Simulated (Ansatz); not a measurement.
Consider AlN in the wurtzite structure (space group P6_3mc, No. 186; a = 3.114 Å, c = 4.984 Å).

Levels (all Ansatz, a quantum-chemistry and plane-wave program, PAW): PBEsol (420 eV, scalar-relativistic without spin-orbit coupling); r2SCAN (500 eV, no spin-orbit coupling).

Its gap is 4.09 eV with PBEsol and 4.82 eV with r2SCAN.

One thing is altered: a hydrostatic pressure of 22.5 GPa.

With PBEsol the gap becomes 4.87 eV.

**Question.** If the r2SCAN correction stayed the same, what would the r2SCAN gap be, and what does the r2SCAN run give?

**Answer.** A rigid correction of +0.73 eV gives 5.60 eV. The r2SCAN run gives 5.64 eV, so the correction itself changes by +0.04 eV.

Single points use the geometry relaxed with PBEsol. Load acts through the strain it causes; cell and atoms are relaxed under it. Whether these cells are dynamically stable was not tested. Measured, AlN leaves this structure (for rock salt) near 14 GPa (temperature not stated; as listed in Datta, Sujoy, Jana, Debnarayan, arXiv (2020)), on rising pressure, with hysteresis.
